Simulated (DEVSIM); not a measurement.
Structure: GaAs n-p junction from an implanted or diffused profile, at 300 K.

Layer 1 from the left is GaAs, thickness (μm) 29.0, Na (cm⁻³) 3.1e14, τn (s) 2.6e-9, τp (s) 2.6e-9.

Added donor profile: 2.4e16 cm⁻³ × exp(−(x − 0 μm)²/(2·(0.032 μm)²)). Left contact: ohmic. Right contact: ohmic. Voltage is applied to the left contact. Recombination: SRH at mid-gap, Auger. Mobility is μmin + (μ − μmin)/(1 + (N/Nref)^α).

This is a model device: material constants are rounded textbook-type values typed into the input, and sizes, dopings and lifetimes were drawn at random. Values at 300 K.

GaAs: gap (eV) 1.424, affinity (eV) 4.07, permittivity 12.9, Nc (cm⁻³) 4.7e17, Nv (cm⁻³) 9e18, μn (cm²/Vs) 8500, μp (cm²/Vs) 400, μn,min 500, μp,min 20, Nref,n 6e16, Nref,p 1.5e17, αn 0.39, αp 0.38, Cn (cm⁶/s) 1e-30, Cp (cm⁶/s) 1e-30.

Simulated with DEVSIM: 1D drift-diffusion, Boltzmann statistics, complete ionisation; no tunnelling, impact ionisation, image-force lowering or self-heating.

### Question
What does the simulation give for the dark forward voltage at 1 A/cm², the potential step across the device at zero bias?

### Answer
dark forward voltage at 1 A/cm² 0.997 V; potential step across the device at zero bias 1.081 V.
